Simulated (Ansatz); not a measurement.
The (10-11) face of hcp Ru can be cut between different planes. Symmetric, stoichiometric slabs relaxed in the 1x1 cell (13.3 Å²): top plane Ru, 0.34 Å over the next in the ideal cut; top plane Ru, 1.72 Å over the next in the ideal cut.

The numbers are results of PBE (plane waves to 420 eV, PAW; Ansatz, a first-principles code), not measurements.

Problem. Rank these by surface energy (lowest first), as PBE gives it.

Solution. the cut with an outer spacing of 0.34 Å (2.92 J/m²), the cut with an outer spacing of 1.72 Å (3.50 J/m²)
